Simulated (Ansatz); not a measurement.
ZnSnO$_{3}$ (R3c), PBEsol, rigid bands in Ansatz (an electronic-structure program). Band gap 1.25 eV, N_c = 2.17e18 cm⁻³ and N_v = 5.22e20 cm⁻³ at 300 K, conductivity masses along y (a = (2.64, 1.52, 4.67) Å; b = (-2.64, 1.52, 4.67) Å; c = (0.00, -3.05, 4.67) Å) of 0.202 mₑ (electrons) and 2.74 mₑ (holes). Take k_BT = 0.02585 eV.

Find the intrinsic carrier density and the intrinsic Fermi level.

n_i = √(N_c N_v) exp(−E_g/2k_BT) = 3.37e19 × exp(−24.18) = 1.1e9 cm⁻³. The level lies (k_BT/2) ln(N_v/N_c) = 71 meV from mid-gap (positive towards the conduction band). Each 0.1 eV added to the gap lowers n_i by a factor of 6.9.

What thermal injection velocity √(2k_BT/πm) limits a ballistic channel along the direction named?

1.20e7 cm/s for electrons and 3.25e6 cm/s for holes, a ratio of √(m_h/m_e) = 3.68, for dilute carriers.

What built-in voltage has an abrupt junction with N_A = 1e17 and N_D = 1e17 cm⁻³, all dopants ionised?

V_bi = E_g/e − (k_BT/e) ln(N_c N_v/(N_A N_D)) = 1.25 − 0.02585 × 11.64 = 0.95 V, for the computed gap.

Rigid bands with the computed gap; masses take one relaxation time for all states. Spin-orbit coupling is left out; where it splits the top of the valence band, N_v and the p-type Seebeck coefficient come out somewhat high without it.

Computed structure with no diffraction record at hand here (it may be known, metastable or hypothetical): ZnSnO3 (R3c).
